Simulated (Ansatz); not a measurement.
**Ru, response to strain**

The reference is Ru in the hcp (Mg type) structure (space group P6_3/mmc, No. 194; a = 2.676 Å, c = 4.224 Å; relaxed with 0.1 eV smearing).

Strains are applied to the cell and any free atomic positions relax.

Method: Ansatz (an electronic-structure program) LDA, no spin-orbit coupling.

Candidates:
(a) isotropic strain −2.00 %
(b) isotropic strain −1.00 %
(c) isotropic strain +2.50 %
(d) isotropic strain −2.50 %

Notes on the quantities. energy relative to the base: free energy F.

**Question.** Order them by energy relative to the base, lowest first.

**Answer.** (b) isotropic strain −1.00 % (+14 meV/atom), (a) isotropic strain −2.00 % (+58 meV/atom), (c) isotropic strain +2.50 % (+77 meV/atom), (d) isotropic strain −2.50 % (+93 meV/atom)

Stability against distortions was not tested. The final runs are not spin-polarised.
